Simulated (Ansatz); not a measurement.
Take MgTe in the zinc blende structure (space group F-43m, No. 216; a = 6.3681 Å) as the base. Axes: x, y, z lie along the cube axes.

All numbers come from Ansatz (an electronic-structure program), LDA, PAW, cutoff 420 eV, spin-orbit coupling left out.

One thing is altered: uniaxial strain ε_zz = −2.50 %, all other strain components held at zero; the atoms relax in the strained cell.

**Question.** Predict the stress tensor and what it implies for the stiffness.

**Answer.** Stress of the strained cell less that of the base (GPa, compression positive):
```
   0.92    0.00    0.00
   0.00    0.92    0.00
   0.00    0.00    1.23
```

Then −Δσ_ii/ε with ε = -0.0250 gives secant stiffness values (nonlinear terms included at this strain): C33 ≈ 49 GPa, C13 ≈ 37 GPa and C23 ≈ 37 GPa.

Whether these cells are dynamically stable was not tested.
